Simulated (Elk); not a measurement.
Band structure of TmCuTe₂ (P3m1, 4 atoms in the cell).

```xyz
4
Lattice="4.3310 0.0000 0.0000 -2.1655 3.7508 0.0000 0.0000 0.0000 6.8403" Properties=species:S:1:pos:R:3 pbc="T T T"
Tm     0.0000     0.0000     6.7665
Cu     0.0000     2.5005     2.4712
Te     0.0000     2.5005     5.1014
Te     2.1655     1.2503     1.7902
```
Moments meant for the start (each program seeds them in its own way; μB, in the order of the atoms Tm Cu Te Te): 2.0 0.0 0.0 0.0.

Level of theory: LDA (PW92), all-electron FP-LAPW, Elk's shipped species files, default APW+lo basis (Elk).

Settings: spinpol = true; swidth = 0.000734986 Ha; ngridk = 5 5 3; reducebf = 0.5; nempty = 10 per atom; maxscl = 100; bfcmt = [[0.0, 0.0, -2.0], [0.0, 0.0, 0.0], [0.0, 0.0, 0.0], [0.0, 0.0, 0.0]].

The starting cell comes from a database of computed structures (which also holds hypothetical and non-ambient phases and stackings), without a prior relaxation at this level. Spin-orbit coupling is off. With one magnetic atom in the cell only a parallel order is possible. With U or open f shells several self-consistent states can exist. The f electrons are in the valence without U or exact exchange, which can misplace them near the Fermi level. Spin-orbit terms, which matter for f shells, are left out. Values depend on the basis (sphere radii, cutoffs, local orbitals), which need not be converged.

Levels in eV from the Fermi level, bands 34 to 41 of the first spin channel:
```tsv
point	34	35	36	37	38	39	40	41
Γ	-0.92	0.61	0.62	0.65	1.69	2.86	2.95	2.95
M	-1.06	-1.03	-0.90	-0.68	1.52	3.76	4.35	4.76
K	-1.09	-1.05	-1.00	-0.89	3.01	3.74	4.08	4.37
A	-0.69	-0.69	0.07	0.07	1.93	2.85	2.85	3.79
L	-1.06	-0.90	-0.32	-0.21	1.65	2.69	3.70	4.56
H	-1.07	-0.92	-0.89	-0.81	2.66	3.63	3.78	4.77
```

Bands cross the Fermi level along this path, so the cell is metallic at this level.

The net moment of the cell came out as 1.55 μB.
